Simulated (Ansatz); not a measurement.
Start from SiS$_{2}$ (space group Ibam, No. 72; a = 6.019 Å, b = 9.396 Å, c = 5.545 Å; made of chains).

The change: cell and atoms relaxed at a pressure of 4.5 GPa.

Levels (all Ansatz, a quantum-chemistry and plane-wave program, PAW): PBEsol (420 eV, no SOC); r2SCAN (500 eV, without spin-orbit coupling); HSE06 (420 eV, no SOC).

At the geometry relaxed with PBEsol, these levels gave the following band gaps, in shuffled order: (a) 3.36 eV, (b) 2.68 eV, (c) 2.20 eV.

Match each gap to its level.

(a) HSE06; (b) r2SCAN; (c) PBEsol.

Single points use the geometry relaxed with PBEsol. HSE06 was sampled on its mesh, a few special points and the semilocal edge points, so its gap is an upper bound. Load acts through the strain it causes; cell and atoms are relaxed under it. Whether these cells are dynamically stable was not tested. No dispersion term is included in the PBEsol runs.
